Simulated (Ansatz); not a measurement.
Results of G0W0@PBEsol (Ansatz, a program for electronic structure, plane waves, hard PAW, contour deformation) for LiF (model structure, started from the CsCl type, Pm-3m, No. 221, 2 atoms in the cell).

The same calculation (at the PBEsol cell, 8.017 Å³/atom) with different numerical settings; throughout: k mesh 2×2×2:

```json
[
 {"run": "1", "response cutoff (eV)": "100", "empty bands": "67", "quasiparticle gap on the mesh (eV)": "10.950", "quasiparticle gap at Γ (eV)": "11.765", "rough time": "under 3 core-s"},
 {"run": "2", "response cutoff (eV)": "150", "empty bands": "123", "quasiparticle gap on the mesh (eV)": "11.163", "quasiparticle gap at Γ (eV)": "11.988", "rough time": "under 3 core-s"},
 {"run": "3", "response cutoff (eV)": "200", "empty bands": "189", "quasiparticle gap on the mesh (eV)": "11.331", "quasiparticle gap at Γ (eV)": "12.137", "rough time": "3 core-s"},
 {"run": "4", "response cutoff (eV)": "250", "empty bands": "264", "quasiparticle gap on the mesh (eV)": "11.471", "quasiparticle gap at Γ (eV)": "12.267", "rough time": "6 core-s"},
 {"run": "5", "response cutoff (eV)": "300", "empty bands": "348", "quasiparticle gap on the mesh (eV)": "11.542", "quasiparticle gap at Γ (eV)": "12.332", "rough time": "10 core-s"},
 {"run": "6", "response cutoff (eV)": "400", "empty bands": "535", "quasiparticle gap on the mesh (eV)": "[?]", "quasiparticle gap at Γ (eV)": "[?]", "rough time": "40 core-s"}
]
```

### Question
Complete the blanks.

### Answer

- 6, quasiparticle gap on the mesh (eV): 11.642
- 6, quasiparticle gap at Γ (eV): 12.422

In the column quasiparticle gap on the mesh (eV) the first row differs from the last by -0.692 and the next to last by -0.100.

The last row is no converged limit: other settings stay fixed.

A model structure was made by putting elements into a prototype or built by hand; it is no filed structure, need not be a known phase, and can be a saddle point held by its symmetry.
